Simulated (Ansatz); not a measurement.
Candidates (primitive cells; geometry: relaxed with this functional, without spin-orbit coupling):
A. SrVO3 (Pm-3m), a = 3.810 Å, b = 3.810 Å, c = 3.810 Å, α = 90.00°, β = 90.00°, γ = 90.00°
B. IrO$_{2}$ (P4_2/mnm), a = b = 4.4714 Å, c = 3.1535 Å, α = β = γ = 90.00°
C. LiTi2O4 (Fd-3m), a = 5.9051 Å, b = 5.9051 Å, c = 5.9051 Å, α = 60.00°, β = 60.00°, γ = 60.00°
D. Ti₆O (P-31m), a = b = 5.0501 Å, c = 4.6927 Å, α = β = 90.00°, γ = 120.00°

### Question
Put the candidates in order of mean free path at 300 K, highest first, for PBEsol, DFPT electron-phonon coupling, linearised Boltzmann equation (Ansatz, a quantum-chemistry and plane-wave program).

### Answer
B (16.3 nm), A (11.0 nm), D (3.2 nm), C (1.70 nm)

Metals; harmonic phonons alone scatter; means over directions. The mean free path is weighted by the current that each state carries. Halving the electron mesh moves these values by up to 7 %; q meshes are mostly untested. Some of the runs warned that the eigensolver left states short of its tolerance. Spin-orbit coupling is left out.

Formula and space group known from diffraction (Crystallography Open Database), not checked to be the room-temperature form: LiTi2O4 (Fd-3m), SrVO3 (Pm-3m), Ti6O (P-31m). Treated as nonmagnetic (a ferromagnetic start lost its moment, other orders weren't tried): SrVO3 (Pm-3m). The missing spin-orbit coupling matters most for IrO2 (P4_2/mnm).
